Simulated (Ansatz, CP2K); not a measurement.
A CP2K input for a self-consistent single point of CdSe (F-43m, 2 atoms in the cell) (DFT PBE, GPW, DZVP-MOLOPT-SR-GTH basis, GTH-PBE potentials (GTH_POTENTIALS)):

```
&GLOBAL
  PROJECT run
  RUN_TYPE ENERGY_FORCE
  PRINT_LEVEL LOW
&END GLOBAL
&FORCE_EVAL
  METHOD Quickstep
  STRESS_TENSOR ANALYTICAL
  &DFT
    BASIS_SET_FILE_NAME BASIS_MOLOPT
    POTENTIAL_FILE_NAME GTH_POTENTIALS
    &QS
      METHOD GPW
      EPS_DEFAULT 1E-11
    &END QS
    &MGRID
      CUTOFF 500
      REL_CUTOFF 60
      NGRIDS 5
    &END MGRID
    &SCF
      SCF_GUESS ATOMIC
      EPS_SCF 1E-7
      MAX_SCF 100
      ADDED_MOS 4
      &DIAGONALIZATION
        ALGORITHM STANDARD
      &END DIAGONALIZATION
      &MIXING
        METHOD BROYDEN_MIXING
        ALPHA 0.4
        NBUFFER 10
        BETA 1.5
      &END MIXING
      &SMEAR ON
        METHOD FERMI_DIRAC
        ELECTRONIC_TEMPERATURE [K] 580.23
      &END SMEAR
    &END SCF
    &KPOINTS
      SCHEME MONKHORST-PACK 9 9 9
    &END KPOINTS
    &XC
      &XC_FUNCTIONAL PBE
      &END XC_FUNCTIONAL
    &END XC
    &PRINT
      &MO
        EIGENVALUES T
        OCCUPATION_NUMBERS T
        NDIGITS 8
        FILENAME mo
        &EACH
          QS_SCF 0
        &END EACH
        ADD_LAST NUMERIC
      &END MO
      &MULLIKEN OFF
      &END MULLIKEN
    &END PRINT
  &END DFT
  &SUBSYS
    &CELL
      A 4.19243600 0.00000000 0.00000000
      B 2.09621800 3.63075600 0.00000000
      C 2.09621800 1.21025200 3.42311000
      PERIODIC XYZ
    &END CELL
    &COORD
      SCALED
      Cd       0.00000000     0.00000000     0.00000000
      Se       0.25000000     0.25000000     0.25000000
    &END COORD
    &KIND Cd
      BASIS_SET DZVP-MOLOPT-SR-GTH-q12
      POTENTIAL GTH-PBE-q12
    &END KIND
    &KIND Se
      BASIS_SET DZVP-MOLOPT-SR-GTH-q6
      POTENTIAL GTH-PBE-q6
    &END KIND
  &END SUBSYS
  &PRINT
    &FORCES ON
    &END FORCES
    &STRESS_TENSOR ON
    &END STRESS_TENSOR
  &END PRINT
&END FORCE_EVAL
```

Give the Ansatz (a quantum-chemistry and plane-wave program) input for the same structure, mesh, smearing and functional.

One input that does it (others would too):

Ansatz 0.2 input:
```yaml
crystal:
  lattice:
    - [0.00000000, 2.96450000, 2.96450000]
    - [2.96450000, 0.00000000, 2.96450000]
    - [2.96450000, 2.96450000, 0.00000000]
  atoms:
    - { symbol: Cd, position_ang: [0.00000000, 0.00000000, 0.00000000] }
    - { symbol: Se, position_ang: [1.48225000, 1.48225000, 1.48225000] }
kpoints:
  mp_grid: { grid: [9, 9, 9] }
hamiltonian:
  xc: pbe
  pseudopotentials: { kind: paw }
scf:
  occupations: { method: fermi_dirac, width: 0.05 }
output:
  forces: true
  eigenvalues: true
  stress: true
```

Basis settings and potentials, where a program has them, do not carry over. This input uses DFT, PBE, plane waves, default PAW files. Both were run: pressure 9.13 GPa in CP2K and 8.02 in Ansatz; gap on the mesh 0.782 eV in CP2K and 0.764 in Ansatz. Ansatz's pressure is the one without its finite-basis correction.

On CP2K: the starting cell has typed, rounded lattice constants, without a prior relaxation at this level. For this run, on top of that: lattice scaled by 0.98. Values carry the incompleteness of an atom-centred basis. With a pressure of about 9 GPa the cell is away from its equilibrium volume at this level.

On Ansatz: the starting cell has typed, rounded lattice constants, without a prior relaxation at this level. For this run, on top of that: lattice scaled by 0.98. With a pressure of about 8 GPa the cell is away from its equilibrium volume at this level.
